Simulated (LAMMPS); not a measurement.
Consider a melt made from Ni (fcc), 16384 atoms, at 1900 K and 0 GPa, brought to that temperature within a few picoseconds in molecular dynamics.

Model: classical MD, pair style adp, file Ni.adp (LAMMPS).

```tsv
r (Å)	g(r)
1.700	0.001
1.740	0.002
1.780	0.003
1.820	0.008
1.860	0.021
1.900	0.038
1.940	0.078
1.980	0.133
2.020	0.229
2.060	0.368
2.100	0.556
2.140	0.795
2.180	1.09
2.220	1.40
2.260	1.73
2.300	2.04
2.340	2.32
2.380	2.50
2.420	2.60
2.460	2.63
2.500	2.60
2.540	2.50
2.580	2.36
2.620	2.18
2.660	1.97
2.700	1.80
2.740	1.60
2.780	1.43
2.820	1.27
2.860	1.13
2.900	1.01
2.940	0.907
2.980	0.810
3.020	0.743
3.060	0.685
3.100	0.629
3.140	0.590
3.180	0.561
3.220	0.541
3.260	0.520
3.300	0.512
3.340	0.501
3.380	0.506
3.420	0.506
3.460	0.519
3.500	0.529
3.540	0.544
3.580	0.570
3.620	0.606
3.660	0.640
3.700	0.673
3.740	0.712
3.780	0.754
3.820	0.804
3.860	0.849
3.900	0.901
3.940	0.948
3.980	0.996
4.020	1.05
4.060	1.08
4.100	1.12
4.140	1.15
4.180	1.18
4.220	1.20
4.260	1.21
4.300	1.24
4.340	1.24
4.380	1.24
4.420	1.25
4.460	1.24
4.500	1.24
4.540	1.23
4.580	1.22
4.620	1.21
4.660	1.20
4.700	1.20
4.740	1.19
4.780	1.17
4.820	1.15
4.860	1.14
4.900	1.12
4.940	1.09
4.980	1.07
5.020	1.05
5.060	1.02
5.100	0.994
5.140	0.970
5.180	0.942
5.220	0.919
5.260	0.895
5.300	0.877
5.340	0.856
5.380	0.844
5.420	0.833
5.460	0.823
5.500	0.816
5.540	0.815
5.580	0.817
5.620	0.821
5.660	0.828
5.700	0.838
5.740	0.853
5.780	0.866
```

Main features:
- state found: liquid
- first peak of g(r): 2.46 Å, height 2.6
- coordination number: 12.7 (counted to 3.38 Å)
